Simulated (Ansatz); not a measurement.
We consider Ti4AlN3 (P6₃/mmc, No. 194), described by rVV10 in Ansatz (PAW).

Run with plane-wave cutoff 520 eV, 24×24×4 k mesh (along the axes of the cell as run), Fermi–Dirac smearing 0.05 eV, no spin polarisation, scalar-relativistic PAW data made under PBE.

Computed at the level's own relaxed cell.

**Question.** Predict the bulk modulus B0, equilibrium lattice constant a, c axis length, pressure derivative B′ of the bulk modulus and equilibrium volume per atom.

**Answer.** 
- bulk modulus B0: 195 GPa
- equilibrium lattice constant a: 3.008 Å
- c axis length: 23.543 Å
- pressure derivative B′ of the bulk modulus: 4.4
- equilibrium volume per atom: 11.53 Å³/atom

Measured, for comparison: bulk modulus 216 ± 2 GPa (room temperature, not corrected to a static lattice; as tabulated in High pressure study of Ti4AlN3 to 55 GPa). Computed (rounded) less measured: bulk modulus -10 %.

Note: the run has no spin polarisation, so it can have missed a magnetic state; the bulk modulus comes from volumes at which shape and atoms were relaxed.

Cost on a shared machine: very roughly 70 core-minutes.

Ansatz is an electronic-structure program.
